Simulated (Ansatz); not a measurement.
Consider the formation energy of the neutral V_O in SiO2 (quartz, P3₂21). Reaction: 1/2 Si (diamond) + 47/2 SiO2 (quartz) → cell A.

Cell A: a supercell of 72 sites of SiO2 (quartz, P3₂21) with one empty O site amid 2 Si; spin state with PBE: run without spin, k-point mesh 3×3×2.
```
CELL_PARAMETERS angstrom
     10.04380     0.00000     0.00000
     -5.02190     8.69818     0.00000
      0.00000     0.00000    11.02007
ATOMIC_POSITIONS crystal
  Si 0.99985 0.24000 0.16857
  Si 0.25890 0.25581 0.00013
  Si 0.24173 0.99517 0.33008
  O  0.08538 0.36322 0.27783
  O  0.12392 0.20714 0.10053
  O  0.38061 0.07716 0.23148
  O  0.22342 0.12756 0.39991
  O  0.41706 0.28862 0.06622
  Si 0.99581 0.24209 0.66289
  Si 0.25940 0.27817 0.48201
  Si 0.23836 0.99529 0.83265
  O  0.08765 0.37707 0.76226
  O  0.11366 0.22112 0.57539
  O  0.29421 0.41244 0.92992
  O  0.35891 0.08688 0.72315
  O  0.20192 0.11442 0.90475
  O  0.40996 0.32027 0.56765
  Si 0.99998 0.74348 0.16315
  Si 0.26367 0.75863 0.00035
  Si 0.24837 0.47052 0.34981
  O  0.08029 0.88287 0.26120
  O  0.12742 0.71300 0.09897
  O  0.28071 0.89104 0.42036
  O  0.38197 0.56572 0.24675
  O  0.22263 0.59549 0.42650
  O  0.41168 0.77625 0.07447
  Si 0.99889 0.73491 0.66605
  Si 0.26225 0.74933 0.50358
  Si 0.24330 0.49982 0.83186
  O  0.07865 0.86320 0.77257
  O  0.12491 0.70172 0.60197
  O  0.30539 0.91737 0.92790
  O  0.38134 0.58870 0.73377
  O  0.20737 0.62113 0.90101
  O  0.42490 0.80714 0.57317
  Si 0.50215 0.23802 0.16645
  Si 0.76870 0.27124 0.00096
  Si 0.73736 0.99901 0.33267
  O  0.58069 0.37504 0.26722
  O  0.63075 0.21009 0.10052
  O  0.79524 0.42176 0.43031
  O  0.86510 0.07936 0.22570
  O  0.70513 0.12551 0.39750
  O  0.92664 0.30766 0.07056
  Si 0.48541 0.24813 0.66040
  Si 0.74792 0.26012 0.49769
  Si 0.74874 0.00773 0.83558
  O  0.57571 0.37174 0.76833
  O  0.59901 0.20841 0.58375
  O  0.79181 0.42705 0.93647
  O  0.88614 0.08147 0.73477
  O  0.72413 0.14120 0.89641
  O  0.89298 0.28948 0.58015
  Si 0.49716 0.72566 0.17509
  Si 0.75739 0.76027 0.99957
  Si 0.73953 0.50359 0.33136
  O  0.57799 0.86411 0.27422
  O  0.62527 0.70049 0.10426
  O  0.80071 0.92525 0.43346
  O  0.87476 0.58627 0.23053
  O  0.70708 0.62886 0.39884
  O  0.91768 0.79164 0.05956
  Si 0.50701 0.74870 0.66991
  Si 0.76572 0.76620 0.49946
  Si 0.73435 0.50124 0.83136
  O  0.58913 0.88323 0.77108
  O  0.63100 0.71605 0.60089
  O  0.79074 0.92271 0.94161
  O  0.86601 0.57647 0.72685
  O  0.70341 0.63071 0.89305
  O  0.92351 0.79504 0.56403
```

Reference: Si (diamond, Fd-3m), 2 atoms in the cell, k-point mesh 10×10×10 on the run's own vectors. Conventional cell: a = b = c = 5.470 Å, α = β = γ = 90.00°.

Reference: SiO2 (quartz, P3₂21), 72 atoms in the cell, the relaxed perfect crystal repeated, atoms not moved again, k-point mesh 3×3×2 on the run's own vectors.

Plane-wave PAW calculations with Ansatz (a program for electronic structure), its default PAW set, cutoff 420 eV. The structures are at rest with PBE, within the held lattices; other levels are single points on them. HSE06 runs on coarser k-point meshes, mended by the PBE difference between the two meshes. Neutral cells; Fermi-Dirac smearing of at most 0.05 eV in the solids, energies taken to zero width. The lattices are those relaxed with PBE, so at other levels the solids can be strained, which adds to the spread. Larger cells are relaxed from a start prepared with the learned potential CHGNet, on a coarser mesh till forces fall under 0.03 eV/Å, which some starts already meet. A dispersion term (D3(BJ), or D4 for r2SCAN) was computed beside these levels and is taken off wherever the name lacks it. The PAW files were made for PBE and serve at the other functionals too. Space groups of crystals are read within 0.01 Å. Static lattices, no vibrational contributions. The structures are the rest points that the relaxations reached, not proven lowest. No correction for cell size. Mesh and cell size may move defect energies by 0.1 eV or more. The value holds for the reservoirs listed; other chemical potentials shift it.

### Question
Estimate the value that HSE06 returns for this input.

### Answer
1.22 eV, for 1/2 Si (diamond) + 47/2 SiO2 (quartz) → cell A.

### Question
List the value at the remaining levels and say how far they part.

### Answer
```tsv
Functional	value (eV)	less HSE06
PBE	1.06	-0.16
```

The levels shown span 0.16 eV, from PBE (1.06) to HSE06 (1.22).
